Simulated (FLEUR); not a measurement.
## Equation of state of rock-salt TiC (space group 225): energy against volume (FLEUR, LDA)

```
CELL_PARAMETERS angstrom
      0.00000     2.08080     2.08080
      2.08080     0.00000     2.08080
      2.08080     2.08080     0.00000
ATOMIC_POSITIONS crystal
  Ti 0.00000 0.00000 0.00000
  C  0.50000 0.50000 0.50000
```

Level of theory: FLEUR with LDA (Perdew-Zunger), all-electron FLAPW (FLEUR), scalar-relativistic valence. Settings: Kmax = 5.13 1/bohr; GmaxXC = 20.5 1/bohr; xcFunctional = pz; jspins = 1; l_soc = F; mode = hist; fermiSmearingEnergy = 0.00183747 Htr; mesh (inpgen div1-3) = 24 24 24; inpgen gamma flag = true; Gmax = 20.5 1/bohr; numbands = 0; maxIterBroyd = 25; imix = Anderson; alpha = 0.05; precondParam = 0; minDistance = 1e-05 me/bohr^3. The cell above is the first row's. The rows scale it uniformly. In all rows fractional positions and the k mesh are held. E is the free energy at the stated smearing, counted from the lowest row.

| V (Å^3/atom) | E (meV/atom) |
|---|---|
| 9.0092 | 46.90 |
| 9.2051 | 22.58 |
| 9.4010 | 7.22 |
| 9.5968 | 0.00 |
| 9.7927 | 0.10 |
| 9.9885 | 6.79 |
| 10.1844 | 19.46 |
| 10.3802 | 37.54 |
| 10.5761 | ? |

Fit E of the 8 rows that show it with the third-order Birch-Murnaghan form, a cubic in V^(-2/3). With u = V^(-2/3) - 0.220, the rows have u = 0.010963, 0.007674, 0.004500, 0.001436, -0.001527, -0.004391, -0.007165, -0.009850. Least squares gives E = -0.823 + 5.96·u + 396252·u² + 27156·u³. Residuals (row less fit): -0.003, 0.010, -0.010, -0.003, 0.008, 0.001, -0.007, 0.002; standard error 0.009 (degrees of freedom: 4). Its minimum lies at u = -0.000008, so V0 = (0.219992)^(-3/2) = 9.691. There d²E/du² = 792500 and d³E/du³ = 162900, so B0 = (4/9) × 9.691^(-7/3) × 792500 × 0.160218 = 282 GPa (the last factor turns the table's units into GPa), and B0' = 4 + (2/3) × 0.219992 × (162900)/792500 = 4.0.

Problem. Estimate the missing E (V = 10.5761); what did the run itself give?

Solution. u = -0.012453, so E = -0.823 + 5.96 × (-0.012453) + 396252 × (-0.012453)² + 27156 × (-0.012453)³ = 60.500 meV/atom. The calculation gives 60.49 meV/atom, 0.010 meV/atom below the prediction (under 0.05 % of the range of E in the table). The row lies outside the fitted rows, so this is an extrapolation. From the scatter of the fitted rows alone, a prediction at this place has a standard error of 0.022 meV/atom, so the miss is 0.5 times that.

Carrying the step between the two nearest rows on in a straight line would have given 55.63, off by 4.86; series whose last step already gives the withheld value aren't shown. The scan was laid around a cell of about the measured size, scaled by a guess for this functional. The runs keep the symmetry of the cell, so they don't test it for distortions. Spin polarisation is off. Values depend on the basis (sphere radii, cutoffs, local orbitals), which need not be converged. Cutoffs and mesh are single choices, not tested for convergence of this quantity. Series with a scatter that would blur these digits, or in which a gap closes, are not shown. Nor are scans whose minimum lies at an end fitted in this form.
